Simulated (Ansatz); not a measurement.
Consider Ba$_{3}$P$_{2}$ (space group P-3m1, No. 164; a = 5.4010 Å, c = 6.7262 Å; a hypothetical phase, not in the database extracts checked). Axes: x lies along a and z along c of the hexagonal cell.

All numbers come from Kohn–Sham DFT with the PBEsol functional, run in Ansatz (a quantum-chemistry and plane-wave program) with PAW and 420 eV plane waves, spin-orbit coupling left out.

Now apply this change: uniaxial strain ε_yy = +2.66 %, all other strain components held at zero; the atoms relax in the strained cell.

### Question
Predict the stress tensor and what it implies for the stiffness.

### Answer
Stress of the strained cell less that of the base (GPa, compression positive):
```
  -0.84    0.00    0.00
   0.00   -1.51    0.19
   0.00    0.19   -0.57
```

Then −Δσ_ii/ε with ε = 0.0266 gives secant stiffness values (nonlinear terms included at this strain): C22 ≈ 57 GPa, C12 ≈ 32 GPa and C23 ≈ 22 GPa.

As a check, the harmonic strain energy −½ V₀ Δσ:ε is 4.3 meV/atom; the computed energy rise is 4.4 meV/atom.

Stability against distortions was not tested.
